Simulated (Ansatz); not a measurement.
Ansatz (a first-principles code) run on WS2 (P6_3/mmc, 6 atoms in the cell): self-consistent single point.

Computed with HSE06, PAW files (plane waves; Ansatz).

```
WS2
1.0
    3.14346     0.00000     0.00000
   -1.57173     2.72232     0.00000
    0.00000     0.00000    12.81216
W S
2 4
Direct
  0.33333   0.66667   0.25000
  0.66667   0.33333   0.75000
  0.33333   0.66667   0.62980
  0.66667   0.33333   0.37020
  0.66667   0.33333   0.12980
  0.33333   0.66667   0.87020
```

Reference input (self-consistent single point, DFT, HSE06, plane waves, PAW files made with PBE): basis.ecutwfc = 420 eV; kpoints.mp_grid.grid = 7 7 1; hamiltonian.xc = hse06; hamiltonian.pseudopotentials = {kind: paw} (the program's default PAW files); scf.occupations.method = fixed. This run's input differs from it in these lines:

```diff
@@ -21,2 +21,3 @@
   occupations: { method: fixed }
+  mixing: { preconditioner: ldos }
 output:
```

Output, abridged:

```
Error: inconsistent input (scf.mixing.preconditioner, scf.occupations.method): ldos needs the smeared local DOS at the Fermi level to build its model. With no smearing kernel (method: fixed, a smearing width below the step floor, tetrahedron integration, or explicit occupations) the LDOS field is never tabulated. Use a smearing scheme with a finite width, or preconditioner: auto
```

The program stopped before any SCF iteration. 

The starting cell comes from a database of computed structures (which also holds hypothetical and non-ambient phases and stackings), without a prior relaxation at this level. Its lattice was rescaled by a random factor within 2.5 % of one. Spin-orbit coupling is off.

Keys are those of Ansatz 0.2.
